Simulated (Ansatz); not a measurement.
# Convergence study of zone-centre phonons against the mesh for Sn (I4_1/amd, 2 atoms in the cell)

```
Sn
1.0
   -2.92374     2.92374     1.59477
    2.92374    -2.92374     1.59477
    2.92374     2.92374    -1.59477
Sn
2
Direct
  0.25000   0.75000   0.50000
  0.00000   0.00000   0.00000
```

Level of theory: PBE (plane waves, PAW; Ansatz, a quantum-chemistry and plane-wave program).

Base settings: basis.ecutwfc = 30.9 Ry; kpoints.mp_grid.grid = 12 12 12; hamiltonian.xc = pbe; hamiltonian.pseudopotentials = {kind: paw} (the program's default PAW files); scf.occupations.method = gaussian; scf.occupations.width = 0.0073 Ry.

In this ladder: phonons.method = dfpt.

Frequencies are those of the unrelaxed cell, without the LO-TO term of polar crystals.

Only quantities that move along the ladder and can be compared are tabulated.

The starting cell has typed, rounded lattice constants, without a prior relaxation at this level. Its lattice was rescaled by up to half a per cent.

```tsv
kpoints.mp_grid.grid	highest zone-centre frequency (cm⁻¹)
3 3 3	75.6
4 4 4	135.6
5 5 5	89.4
6 6 6	131.8
7 7 7	125.5
9 9 9	132.0
11 11 11	134.8
14 14 14	132.2
17 17 17	134.3
21 21 21	134.0
```

Coarsest kpoints.mp_grid.grid that holds the highest zone-centre frequency within 1 cm⁻¹ of the last step, with all finer ones: 17 17 17; the step before is off by 1.8 cm⁻¹.

Left out of this page: 1 run of the series stopped by limits of time or memory.

Keys are those of Ansatz 0.2.
